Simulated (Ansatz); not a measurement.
Base system: GaSe (space group P6_3/mmc, No. 194; a = 3.769 Å, c = 15.961 Å; layered, stacked along the Cartesian z axis).

Method: PBE-D3(BJ) (Ansatz, a first-principles code), no spin-orbit coupling.

Before the change:

```
Quantity                        Value
----------------------------  -------
Gap between the host's bands  0.87 eV
```

Now apply this change: electron doping at 5.0×10^21 cm⁻³ (0.982 per cell), with a uniform compensating background at fixed cell and a 300 K Fermi–Dirac width.

Question: Estimate the effect on the largest internal atomic displacement.

Answer: The largest internal atomic displacement comes out as 0.065 Å.

Question: What does the calculation give for the Fermi level from band edge after the change?

Answer: The Fermi level relative to the doped band's edge (positive inside the band; to 0.05 eV) comes out as +0.75 eV.

Question: Estimate the effect on the gap between the host's bands.

Answer: The gap between the host's bands is still 0.87 eV.

Charged cell with a jellium background: band edges are those of the host's band count, energies are not comparable with the neutral cell, and many-body gap narrowing is missing. Stability against distortions was not tested.
